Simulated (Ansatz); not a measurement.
A computed series for BaTiO3: pressure series

Base system: BaTiO3 (space group P4mm, No. 99; a = 3.973 Å, c = 4.112 Å).

Cell and atoms are relaxed at each pressure.

The values are results of DFT with r2SCAN, PAW potentials and a 500 eV plane-wave cutoff in Ansatz (a program for electronic structure), no spin-orbit coupling, earlier PAW set, not measurements.

Notes on the quantities. enthalpy: H = E + PV relative to the base's energy.

| change | enthalpy | volume per atom | band gap | gap character |
|---|---|---|---|---|
| base | – | 12.98 Å³ | 2.23 eV | indirect, A → Γ |
| pressure −2 GPa | -0.16 eV/atom | 13.23 Å³ | 2.22 eV | indirect, A → Γ |
| pressure −1 GPa | -0.08 eV/atom | 13.10 Å³ | 2.23 eV | indirect, A → Γ |
| pressure 1.8 GPa | +0.14 eV/atom | 12.79 Å³ | 2.25 eV | indirect, A → Γ |
| pressure 4.2 GPa | +0.33 eV/atom | 12.57 Å³ | 2.27 eV | indirect, A → Γ |
| pressure 9 GPa | +0.71 eV/atom | 12.22 Å³ | 2.31 eV | indirect, A → Γ |
| pressure 18 GPa | +1.38 eV/atom | 11.73 Å³ | 2.38 eV | direct at Γ |
| pressure 30 GPa | +2.24 eV/atom | 11.24 Å³ | 2.41 eV | direct at Γ |
| pressure 45 GPa | +3.27 eV/atom | 10.75 Å³ | 2.43 eV | direct at Γ |
| pressure 60 GPa | +4.25 eV/atom | 10.34 Å³ | 2.44 eV | direct at Γ |

Load acts through the strain it causes; cell and atoms are relaxed under it. No phonon test of stability was made. No other phases were tried under pressure. All final runs are without spin polarisation. Along this pressure series the structure jumps between pressure 9 GPa and pressure 18 GPa; cells beyond that are another form of it. k-point labels follow each cell's own Brillouin zone.
